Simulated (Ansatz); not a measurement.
The starting structures come from a database of crystals and need not be the phases stable at ambient conditions.

## Evanescent states of Li6TeO6 (R-3, not sure to be the ambient phase, 13 atoms a cell, 9.5 Å³ an atom) along the normal of (100)

Computed with r2SCAN (plane waves, PAW; Ansatz, a first-principles code).

No gap correction and no spin-orbit coupling; mid-gap values are interpolated between computed energies.

Energies count from the valence-band top; κ is the least over a 6×4 mesh across the current.

```
E (eV)  κ (1/Å)  where
------  -------  -----
0.10      0.206  off Γ
0.28      0.314  off Γ
0.47      0.373  off Γ
0.67      0.393      Γ
0.85      0.405      Γ
1.04        [?]      Γ
1.24        [?]      Γ
1.43        [?]      Γ
1.61        [?]      Γ
1.80        [?]      Γ
2.00        [?]      Γ
2.19        [?]      Γ
2.38        [?]      Γ
2.56        [?]      Γ
2.75        [?]      Γ
2.94        [?]      Γ
3.13      0.333      Γ
3.33      0.301      Γ
3.52      0.261      Γ
3.71      0.206      Γ
3.90      0.117      Γ
```

### Question
Fill in the missing entries.

### Answer

- 1.04, κ (1/Å): 0.415
- 1.24, κ (1/Å): 0.421
- 1.43, κ (1/Å): 0.425
- 1.61, κ (1/Å): 0.426
- 1.80, κ (1/Å): 0.425
- 2.00, κ (1/Å): 0.421
- 2.19, κ (1/Å): 0.415
- 2.38, κ (1/Å): 0.406
- 2.56, κ (1/Å): 0.394
- 2.75, κ (1/Å): 0.378
- 2.94, κ (1/Å): 0.358
